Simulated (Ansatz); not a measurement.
Consider As in the A7 type structure (space group R-3m, No. 166; a = 3.7458 Å, c = 9.7537 Å (hexagonal axes); layered).

Calculations: plane-wave PAW DFT at the PBEsol-D3(BJ) level (Ansatz, a program for electronic structure, 420 eV), no spin-orbit coupling, earlier PAW set.

For the base:

| Property | Value |
|---|---|
| Shortest interatomic distance | 2.518 Å |
| Space group | R-3m (No. 166) |

Perturbation: every As is replaced by Ir; the structure is relaxed again.

Question: Estimate the effect on the shortest interatomic distance and space group.

Answer: The shortest interatomic distance increases by 0.004 Å (2.518 Å → 2.522 Å); the space group becomes Pm-3m (No. 221) (base: R-3m (No. 166)).

Stability against distortions was not tested. As relaxed here, Ir is a hypothetical phase, not in the database extracts checked. The final runs are not spin-polarised.
